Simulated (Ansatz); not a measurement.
# Effect of biaxial strain −2.50 %, plane normal [111], relaxed out of plane on GaSb

Base system: GaSb in the zinc blende structure (space group F-43m, No. 216; a = 6.1115 Å). Axes: x, y, z lie along the cube axes.

Modification: biaxial strain −2.50 %, plane normal [111], relaxed out of plane (Cartesian); in-plane vectors clamped, the third vector and the atoms free.

Calculations: PBEsol (Ansatz, a program for electronic structure), no spin-orbit coupling. k-mesh 13×13×13 (Γ-centred); smearing 0.05 eV (Fermi–Dirac).

```tsv
quantity	base	changed	shift
volume per atom	28.53 Å³	27.46 Å³	-1.07 Å³
space group	F-43m (No. 216)	R3m (No. 160)	–
shortest interatomic distance	2.646 Å	2.606 Å	-0.0405 Å
energy relative to the base (free energy F)	0 meV/atom	+14 meV/atom	+14 meV/atom
pressure (mean of the normal stresses, compression positive)	0.0 GPa	2.2 GPa	+2.2 GPa
band gap	zero	0.12 eV	–
gap character	–	direct at Γ	–
valence-band top at Γ (three highest levels, from the VBM)	–	0.00, 0.00, -0.37 eV	–
valley order (the lowest conduction-band minima on the path, energy above the VBM, named in the base's zone)	–	Γ 0.12 eV; L along [1-11] 0.19 eV; a point along [100], about 0.9 Å⁻¹ from Γ 0.59 eV; L along [111] 0.68 eV	–
out-of-plane strain (rough)	–	+1.25 %	–
mean in-plane stress (compression positive) (rough)	–	+3.2 GPa	–
```

Final structure (turned so that z lies along the plane normal):

```
CELL_PARAMETERS angstrom
      4.21342     0.00000     0.00000
      2.10671     3.64893     0.00000
      2.10671    -1.21631     3.57258
ATOMIC_POSITIONS crystal
  Ga 0.99618 0.00191 0.00573
  Sb 0.50382 0.24809 0.74427
```

Without a gap, meshes like the base's 13×13×13 leave anisotropic stresses uncertain by several tenths of a GPa, and small strain energies with them. With Sb present, leaving out spin-orbit coupling can change the band edges. Whether these cells are dynamically stable was not tested. All final runs are without spin polarisation. A zero or small gap of GaSb can be the functional's error rather than a property of the material. Labels are those of the standard path for the cell's own space group.
